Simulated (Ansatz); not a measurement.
Al on the Hf site + O vacancy in monoclinic HfO2: one set of geometries, relaxed with PBE, evaluated in Ansatz (PAW, plane waves to 420 eV, 500 eV under r2SCAN) with PBE, r2SCAN.

Cell and caveats: 96-site cell; 2×2×2 shifted k-points; start: the Hf site; O(1,3-fold) 2.15 Å away; charged states image-corrected; no spin–orbit coupling; not converged in cell size; relaxed from one start, so a lower configuration may exist; flagged in the runs: a host whose relaxation on this sampling wasn't shown to rest, a strain field that reaches the edge of the cell.

| quantity | PBE | r2SCAN |
|---|---|---|
| host gap (eV) | 4.04 | … |
| ε(+1/0) above the VBM (eV) | 3.26 | … |
| neutral formation energy against fcc Al, hcp Hf, O2 molecule in a box (eV) | 7.96 | … |
| largest moment on one atom at charge 0 (μB) | 0.07 | … |

Question: Given the lower rungs, what does r2SCAN give?

Answer: 
- host gap (eV), r2SCAN: 4.54
- ε(+1/0) above the VBM (eV), r2SCAN: 3.56
- neutral formation energy against fcc Al, hcp Hf, O2 molecule in a box (eV), r2SCAN: 8.82
- largest moment on one atom at charge 0 (μB), r2SCAN: 0.07

Ansatz is an electronic-structure program.
